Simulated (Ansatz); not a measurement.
This Ansatz (a program for electronic structure) input is the reference run, CoSn (space group P6/mmm, No. 191; non-magnetic), computed with r2SCAN/PAW in Ansatz, no spin-orbit coupling, earlier PAW set:

Ansatz 0.2 input:
```yaml
crystal:
  lattice:
    - [5.241464257, 0, 0]
    - [-2.6207321285, 4.5392411996, 0]
    - [0, 0, 4.1871457762]
  atoms:
    - { symbol: Co, position: [0.5, 0, 0] }
    - { symbol: Co, position: [0.5, 0.5, 0] }
    - { symbol: Co, position: [0, 0.5, 0] }
    - { symbol: Sn, position: [0, 0, 0] }
    - { symbol: Sn, position: [0.3333333333, 0.6666666667, 0.5] }
    - { symbol: Sn, position: [0.6666666667, 0.3333333333, 0.5] }
basis: { ecutwfc: 500, ecutrho_ratio: 4, xc_grid: 4, fft_grid_basis: typed }
kpoints: { mp_grid: { grid: [10, 10, 11] } }
hamiltonian:
  xc: r2scan
  dispersion: none
  pseudopotentials: { azcp: { folder: ./paw }, kind: paw }
scf: { occupations: { method: fermi_dirac, width: 0.05 }, convergence: { dr2_threshold: 0.0000000006 } }
output: { forces: true, stress: true }
checkpoint: { write: state.ck, write_every: 1000 }
```

### Question
Write the input for this change: tensor shear ε_xy = −0.46 % (engineering shear γ = -0.0092), atoms relaxed at fixed cell.

### Answer
Ansatz 0.2 input:
```yaml
crystal:
  lattice:
    - [5.241464257, -0.0241107356, 0]
    - [-2.641612638, 4.5512965674, 0]
    - [0, 0, 4.1871457762]
  atoms:
    - { symbol: Co, position: [0.5, 0, 0] }
    - { symbol: Co, position: [0.5, 0.5, 0] }
    - { symbol: Co, position: [0, 0.5, 0] }
    - { symbol: Sn, position: [0, 0, 0] }
    - { symbol: Sn, position: [0.3333333333, 0.6666666667, 0.5] }
    - { symbol: Sn, position: [0.6666666667, 0.3333333333, 0.5] }
basis: { ecutwfc: 500, ecutrho_ratio: 4, xc_grid: 4, fft_grid_basis: typed }
kpoints: { mp_grid: { grid: [10, 10, 11] } }
hamiltonian:
  xc: r2scan
  dispersion: none
  pseudopotentials: { azcp: { folder: ./paw }, kind: paw }
scf: { occupations: { method: fermi_dirac, width: 0.05 }, convergence: { dr2_threshold: 0.0000000006 } }
relax: { f_tol: 0.005, max_steps: 50 }
output: { forces: true, stress: true }
checkpoint: { write: state.ck, write_every: 1000 }
```
This is the input that was run.

The cells carry an imposed strain or load. No phonon test of stability was made. Starting moments died away, wholly or in part, for the base; another magnetic solution may exist. The final runs are not spin-polarised.
